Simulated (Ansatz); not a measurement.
# The (111)A surface of zinc-blende GaP, Ga-terminated, NH2 on every top atom (bottom of the slab: 3 H on 4 bottom sites)

All values below come from PBE (plane waves to 420 eV, PAW; Ansatz, an electronic-structure program).

Set-up: 47 atoms, 14.3 Å thick at the start with caps and adatoms; mesh 3x3x1; 0.025 eV smearing; dipole correction on; 8 atoms held, the rest relaxed; no symmetry held; spin-polarised, no spin-orbit, no U. The slab shows no gap over 0.04 eV on its mesh. The starting moment vanished. It is one candidate, not shown to be the stable structure of the face.

```
Quantity                                        Value
-----------------------------  ----------------------
work function of the top face                 5.37 eV
energy released by relaxation                 1.23 eV
cost                           roughly 2.1 core-hours
```
